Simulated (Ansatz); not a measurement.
## Electron-phonon data for Ir3Rh (Pm-3m)

Here is the system:

```yaml
crystal:
  lattice:
    - [3.81640, 0.00000, 0.00000]
    - [0.00000, 3.81640, 0.00000]
    - [0.00000, 0.00000, 3.81640]
  atoms:
    - { symbol: Ir, position: [0.50000, 0.00000, 0.50000] }
    - { symbol: Ir, position: [0.00000, 0.50000, 0.50000] }
    - { symbol: Ir, position: [0.50000, 0.50000, 0.00000] }
    - { symbol: Rh, position: [0.00000, 0.00000, 0.00000] }
```

Calculation: PBEsol, DFPT electron-phonon coupling, linearised Boltzmann equation (plane waves, PAW, scalar-relativistic; Ansatz, a first-principles code). Cell: relaxed with this functional, without spin-orbit coupling.

```yaml
resistivity at 300 K: 5.2 μΩ·cm
resistivity at 77 K: 0.61 μΩ·cm
electron mean free path at 300 K (weighted by the current that each state carries): 8.0 nm
electron-phonon coupling λ: 0.40
transport coupling λ_tr: 0.44
logarithmic_mean_phonon_energy: 19.1 meV
density of states at the Fermi level: 1.95 states/(eV·spin·cell)
Hall coefficient at 300 K: 5.5 ×10⁻¹¹ m³/C
```

A metal at this level (no band gap). Only scattering by harmonic phonons is included (no impurities, grain boundaries, electron-electron scattering or thermal expansion). Spin-orbit coupling is left out, which matters with elements this heavy. The run warned that the eigensolver left some states short of its tolerance. Halving the electron mesh (24x24x24) moves the resistivity by up to 9 % at 300 K, the mean free path by up to 3 %, the coupling by up to 5 %. Smearing 0.20 eV; phonons on a 4x4x4 q mesh, which this run doesn't test and which matters most at low temperature.

Computed structure, not matched to a measured one here, so possibly hypothetical: Ir3Rh (Pm-3m).
